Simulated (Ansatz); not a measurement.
Ansatz (a program for electronic structure) run on SrNiGe₂ (Cmcm, 8 atoms in the cell): relaxation of cell and atoms.

Method of the run: LDA (PW92), default PAW files made with PBE (plane waves; Ansatz).

The change in words: atoms on their sites; basis.ecutwfc: 30.9 Ry → 15.4 Ry; relax: default → cell and atoms. Reference geometry:
```
CELL_PARAMETERS angstrom
      2.21221    -8.62467     0.00000
      2.21221     8.62467     0.00000
      0.00000     0.00000     4.19818
ATOMIC_POSITIONS crystal
  Sr 0.89243 0.10757 0.76191
  Sr 0.10757 0.89243 0.25000
  Ni 0.68229 0.31771 0.75000
  Ni 0.31771 0.68229 0.25000
  Ge 0.54346 0.45654 0.75000
  Ge 0.45654 0.54346 0.25000
  Ge 0.25084 0.74916 0.75000
  Ge 0.74916 0.25084 0.25000
```

Reference input (self-consistent single point, DFT, LDA (PW92), plane waves, default PAW files made with PBE): basis.ecutwfc = 30.9 Ry; kpoints.mp_grid.grid = 3 3 3; hamiltonian.xc = lda; hamiltonian.pseudopotentials = {kind: paw} (the program's default PAW files); scf.occupations.method = gaussian; scf.occupations.width = 0.0073 Ry. This run's input differs from it in these lines:

Ansatz 0.2 input:
```diff
@@ -7,3 +7,3 @@
   atoms:
-    - { symbol: Sr, position: [0.892430, 0.107570, 0.761910] }
+    - { symbol: Sr, position: [0.892430, 0.107570, 0.750000] }
     - { symbol: Sr, position: [0.107570, 0.892430, 0.250000] }
@@ -16,3 +16,3 @@
 basis:
-  ecutwfc: 30.9 Ry
+  ecutwfc: 15.4 Ry
 kpoints:
@@ -24,2 +24,4 @@
   occupations: { method: gaussian, width: 0.0073 Ry }
+relax:
+  cell: {}
 output:
```

Output (repeated stretches shortened):

```
   [... SCF lines of the steps left out ...]
relax step   1: F+E_penalty+E_count = -35257.66343833 eV  Δ(F+E_penalty+E_count) = +0.000e0 eV  max|allowed force component| = 2.601e-1 eV/Å  Δτ_max = 0.0000 Å  P = -5.358 GPa  Ω = 160.199 Å³  (11 SCF iters, dr2 threshold 1.00e-7 eV, accepted)
relax step   2: F+E_penalty+E_count = -35271.05700682 eV  Δ(F+E_penalty+E_count) = -1.339e1 eV  max|allowed force component| = 2.901e-1 eV/Å  Δτ_max = 0.0263 Å  P = +60.316 GPa  Ω = 149.954 Å³  energy of the carried Pulay correction = +1.518e1 eV  [...]
   [... lines left out ...]
relax step 119: F+E_penalty+E_count = -35257.40055862 eV  Δ(F+E_penalty+E_count) = -1.661e-2 eV  max|allowed force component| = 1.783e-3 eV/Å  Δτ_max = 0.0006 Å  P = +0.004 GPa  Ω = 150.098 Å³  energy of the carried Pulay correction = +1.654e-2 eV  [...]
relax step 120: F+E_penalty+E_count = -35257.53140664 eV  Δ(F+E_penalty+E_count) = -1.308e-1 eV  max|allowed force component| = 1.306e-2 eV/Å  Δτ_max = 0.0000 Å  P = -0.546 GPa  Ω = 150.098 Å³  stress off target by 5.84e-1 GPa  SCF on the basis [...]
basis re-selected at this cell: Δ(F+E_penalty+E_count) = -1.308e-1 eV, ΔP = -0.550 GPa vs the last step
   [... lines left out ...]
Free energy (F): -35257.531407 eV
Fermi energy:    11.279242 eV
Error: variable-cell relaxation did not converge after 120 `relax_step` rows, as none of its last 29 fresh-basis SCF(s) at a relaxed cell met both thresholds with a finite energy. The last misses `relax.f_tol` and `relax.cell.stress_tol`: largest allowed force component 1.31e-2 eV/Å (`relax.f_tol` 1.00e-2 eV/Å), stress off the target on the free part of the cell 5.84e-1 GPa (`relax.cell.stress_tol` 5.00e-2 GPa), F+E_penalty+E_count -35257.53140664 eV. The closest is row 118, whose structure comes with this error. Larger ratio of force or stress to its threshold at each such SCF whose figures are numbers: 165.605, 155.588, 124.658, 116.503, 116.218, 90.632, 88.368, 82.686, 95.542, [...]
  cell:  # Å, volume = 150.1094 Å³
   [... lines left out ...]
    - [2.1564071549021913, 8.140204985894906, 3.7116387398085475e-30]
    - [-1.9412992706278688e-30, 2.3021847966118192e-30, 4.275744213982324]
  atoms:
    - { symbol: Sr, position: [0.8936982058623977, 0.10630179413760227, 0.7500000000000001] }
    - { symbol: Sr, position: [0.10630179413760227, 0.8936982058623977, 0.25000000000000006] }
    - { symbol: Ni, position: [0.6882126729817485, 0.3117873270182515, 0.7500000000000001] }
    - { symbol: Ni, position: [0.3117873270182515, 0.6882126729817485, 0.25000000000000006] }
    - { symbol: Ge, position: [0.5448078068880895, 0.4551921931119105, 0.7500000000000001] }
    - { symbol: Ge, position: [0.4551921931119105, 0.5448078068880895, 0.25000000000000006] }
    - { symbol: Ge, position: [0.24934248774257617, 0.7506575122574238, 0.7500000000000001] }
    - { symbol: Ge, position: [0.7506575122574238, 0.24934248774257617, 0.25000000000000006] }
```

The relaxation ended unconverged. 

The starting cell comes from a database of computed structures (which also holds hypothetical and non-ambient phases and stackings), without a prior relaxation at this level. Its lattice was rescaled by up to half a per cent. The cutoff lies below the one recommended for these files.

Cost on one core of a shared machine: roughly 4 min.
